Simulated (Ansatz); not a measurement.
## BaTiO3 with two functionals, holes 2.0×10^21 cm⁻³

Start from BaTiO3 (space group P4mm, No. 99; a = 3.985 Å, c = 4.204 Å).

(Cell as relaxed with PBE.)

Levels (all Ansatz, a program for electronic structure, PAW, earlier PAW set): PBE (420 eV, without spin-orbit coupling); r2SCAN (500 eV, no spin-orbit coupling).

Each level relaxes its own structure.

```json
[
 {"base": "volume per atom", "PBE": "13.35 Å³", "r2SCAN": "12.98 Å³"},
 {"base": "lattice parameter a", "PBE": "3.985 Å", "r2SCAN": "3.973 Å"},
 {"base": "band gap", "PBE": "1.85 eV", "r2SCAN": "2.23 eV"}
]
```

One thing is altered: holes 2.0×10^21 cm⁻³, on a uniform background at fixed cell.

| quantity | PBE | r2SCAN |
|---|---|---|
| gap between the host's bands | 1.99 eV | 2.37 eV |
| Fermi level relative to the doped band's edge (positive inside the band; to 0.05 eV) | +0.20 eV | +0.20 eV |
| shift of the gap caused by the change | +0.15 eV | +0.13 eV |

PBE's gap between the host's bands lies 0.374 eV below r2SCAN's; the two agree on the Fermi level from band edge. Neither level is exact; r2SCAN is the comparison here, not a measurement.

Carriers are added with a uniform compensating background; total energy and stress of such cells depend on the potential's zero and are not compared; many-body gap narrowing is missing at this level. Stability against distortions was not tested. All final runs are without spin polarisation.
